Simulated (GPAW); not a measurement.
Input and output of a self-consistent single point for CuWSe₂ (P-3m1, 8 atoms in the cell) (GPAW).

Level of theory: LDA (Perdew-Wang 92), GPAW PAW datasets LDA (gpaw-data 1.0.1) (plane waves; GPAW).

The change in words: lattice scaled by 1.015; ecut: 850 eV → 510 eV. Reference geometry:
```
CuWSe2
1.0
    3.33958     0.00000     0.00000
   -1.66979     2.89216     0.00000
    0.00000     0.00000    18.11317
Cu W Se
2 2 4
Direct
  0.66667   0.33333   0.45907
  0.33333   0.66667   0.54093
  0.66667   0.33333   0.23328
  0.33333   0.66667   0.76672
  0.66667   0.33333   0.86141
  0.33333   0.66667   0.13859
  0.33333   0.66667   0.32940
  0.66667   0.33333   0.67060
```

Reference input (self-consistent single point, DFT LDA (Perdew-Wang 92), plane waves, GPAW PAW datasets LDA (gpaw-data 1.0.1)): mode = pw; ecut = 850 eV; xc = LDA; kpts = 10 10 2; mesh shift (steps) = 0 0 0; occupations.name = marzari-vanderbilt; occupations.width = 0.1 eV; nbands = -12; symmetry.symmorphic = false; symmetry.tolerance = 0.0005; maxiter = 100. This run's input differs from it in these lines:

```diff
@@ -5,5 +5,5 @@
 atoms = Atoms(['Cu', 'Cu', 'W', 'W', 'Se', 'Se', 'Se', 'Se'],
-              cell=[[3.339582, 0.000000, 0.000000],
-                    [-1.669791, 2.892163, 0.000000],
-                    [0.000000, 0.000000, 18.113167]],
+              cell=[[3.389676, 0.000000, 0.000000],
+                    [-1.694838, 2.935545, 0.000000],
+                    [0.000000, 0.000000, 18.384865]],
               scaled_positions=[[0.666667, 0.333333, 0.459070],
@@ -18,3 +18,3 @@
 
-calc = GPAW(mode={'name': 'pw', 'ecut': 850},
+calc = GPAW(mode={'name': 'pw', 'ecut': 510},
             xc='LDA',
```

The program printed (abridged):

```
     iter     time        total  log10-change:
                         energy   eigst   dens
iter:   1 --:--:--   -53.147607
iter:   2 --:--:--   -52.514135   -1.46  -1.31
iter:   3 --:--:--   -52.255901   -2.20  -1.31
iter:   4 --:--:--   -51.740248   -1.02  -1.34
iter:   5 --:--:--   -51.761441   -1.73  -1.59
iter:   6 --:--:--   -51.665064   -3.04  -1.81
iter:   7 --:--:--   -51.529391   -1.77  -1.85
iter:   8 --:--:--   -51.537284   -2.27  -1.94
iter:   9 --:--:--   -51.501087c  -3.11  -2.19
iter:  10 --:--:--   -51.496302   -3.29  -2.37
iter:  11 --:--:--   -51.493249c  -3.68  -2.48
iter:  12 --:--:--   -51.492129c  -4.07  -2.69
iter:  13 --:--:--   -51.490607c  -4.27  -2.87
iter:  14 --:--:--   -51.491293c  -4.10  -2.94
iter:  15 --:--:--   -51.490647c  -4.83  -3.02
   [... 2 lines left out ...]
iter:  18 --:--:--   -51.490468c  -5.50  -3.36
iter:  19 --:--:--   -51.490477c  -4.84  -3.48
iter:  20 --:--:--   -51.490430c  -6.34  -3.67
iter:  21 --:--:--   -51.490420c  -5.23  -3.80
iter:  22 --:--:--   -51.490406c  -5.77  -4.01c
iter:  23 --:--:--   -51.490405c  -7.80c -4.34c
Converged after 23 iterations.

Dipole moment: (-0.000000, 0.000000, 0.000000) |e|*Ang

Energy contributions relative to reference atoms: (reference = -1231003.101084)

Kinetic:        -30.983778
Potential:      +17.144880
External:        +0.000000
XC:             -37.457918
Entropy (-ST):   -0.007824
Local:           -0.185765
SIC:             +0.000000
--------------------------
Free energy:    -51.490405
Extrapolated:   -51.490405

Showing only first 2 kpts
 Kpt  Band  Eigenvalues  Occupancy
  0    35      4.73572    2.00000
  0    36      5.00246    2.00000
  0    37      7.68189    0.00000
  0    38      7.68190    0.00000

  1    35      4.69344    2.00000
  1    36      5.04515    2.00000
  1    37      7.68187    0.00000
  1    38      7.68189    0.00000

Fermi level: 6.20654

No gap
   [... lines left out ...]
  2 W     0.00000    0.00000   -0.11496
  3 W     0.00000   -0.00000    0.11496
  4 Se    0.00000    0.00000   -1.93367
  5 Se   -0.00000    0.00000    1.93367
  6 Se   -0.00000    0.00000   -1.47368
  7 Se    0.00000    0.00000    1.47368

Stress tensor:
     0.085159    -0.000000     0.000000
    -0.000000     0.085159     0.000000
     0.000000     0.000000     0.091891
Stress (GPa, Voigt): [13.644  13.644  14.7226  0.      0.     -0.    ]
```

The run converged in 23 iterations. GPAW prints stress with tension positive. Against the reference run the free energy goes up by 90.2 meV/atom and the largest force goes from 1.361 to 1.934 eV/Å.

At such cutoffs GPAW's stress carries a finite-basis (Pulay) error, which enters relaxed cells too; its log prints stress with tension positive.

The starting cell comes from a database of computed structures (which also holds hypothetical and non-ambient phases and stackings), without a prior relaxation at this level. Its lattice was rescaled by a random factor within 2.5 % of one. For this run, on top of that: lattice scaled by 1.015. Spin polarisation is off. Forces in this geometry exceed 1 eV/Å.

Cost on one core of a shared machine: roughly 3 min.
